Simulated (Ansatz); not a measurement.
**What biaxial strain +1.50 %, plane normal [001], relaxed out of plane does to Al**

Start from Al in the fcc (Cu type) structure (space group Fm-3m, No. 225; a = 3.9937 Å; relaxed with 0.1 eV smearing). Axes: x, y, z lie along the cube axes.

Now apply this change: tensile biaxial strain of 1.50 % in the plane normal to [001], as in epitaxy on a mismatched substrate; the out-of-plane cell vector and the atoms relax.

Method: Kohn–Sham DFT with the r2SCAN functional, run in Ansatz (a quantum-chemistry and plane-wave program) with PAW and 500 eV plane waves, no spin-orbit coupling. Settings: 28×28×28 k-points, 0.1 eV Fermi–Dirac smearing.

* **Volume per atom**: 16.17 Å³ (base 15.92 Å³)
* **Space group**: I4/mmm (No. 139) (base Fm-3m (No. 225))
* **Shortest interatomic distance**: 2.825 Å (base 2.824 Å)
* **Energy relative to the base (free energy F)**: +2.8 meV/atom
* **Band gap**: zero (base zero)
* **Out-of-plane strain**: -1.44 %
* **Ratio −ε⊥/ε∥**: 0.96

Final structure (turned so that z lies along the plane normal):

```
CELL_PARAMETERS angstrom
      2.86630     0.00000     0.00000
      0.00000     2.86630     0.00000
      1.43315    -1.43315     1.96800
ATOMIC_POSITIONS crystal
  Al 0.00000 0.00000 0.00000
```

Cost of the whole job for the changed cell (relaxation, final SCF and bands): about 100 core-seconds (a rough figure).

Stability against distortions was not tested.
